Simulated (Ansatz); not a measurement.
Consider Si3N4 (space group P6_3/m, No. 176; a = 7.6635 Å, c = 2.9265 Å).

All numbers come from Ansatz (a program for electronic structure) PBE, no spin-orbit coupling.

One change was made to it. Results:

```
quantity                             base       after
-----------------------------  ----------  ----------
smallest direct gap               4.45 eV     4.56 eV
band gap                          4.25 eV     4.36 eV
density                        3.13 g/cm³  3.23 g/cm³
width of the top valence band     1.31 eV     1.38 eV
```

### Question
Name the change that was made.
(A) pressure 7.5 GPa
(B) pressure −2 GPa
(C) pressure 1.5 GPa

### Answer
A, pressure 7.5 GPa. For comparison, the band gap in the other runs: pressure 1.5 GPa gives 4.28 eV; pressure −2 GPa gives 4.22 eV.

Load acts through the strain it causes; cell and atoms are relaxed under it. Stability against distortions was not tested. No other phases were tried under pressure.
